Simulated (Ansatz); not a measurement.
The parent structure is Ir in the fcc (Cu type) structure (space group Fm-3m, No. 225; relaxed with 0.1 eV smearing).

```
Ir
1.0
    0.00000     1.92250     1.92250
    1.92250     0.00000     1.92250
    1.92250     1.92250     0.00000
Ir
1
Direct
  0.00000   0.00000   0.00000
```

Cartesian axes are those of the cell as printed.

Level of theory: Ansatz (a first-principles code) r2SCAN, no spin-orbit coupling.

Base values:

| Quantity | Value |
|---|---|
| Pressure | 0.0 GPa |

One thing is altered: biaxial strain +2.50 %, plane normal [001], relaxed out of plane (Cartesian); in-plane vectors clamped, the third vector and the atoms free.

Task: What does the calculation give for the energy relative to the base, ratio −ε⊥/ε∥ and pressure after the change?

Result: The energy increases by 35 meV/atom; the ratio −ε⊥/ε∥ is 0.77; the pressure (mean of the normal stresses, compression positive) goes from zero to -10.0 GPa.

No phonon test of stability was made. All final runs are without spin polarisation.
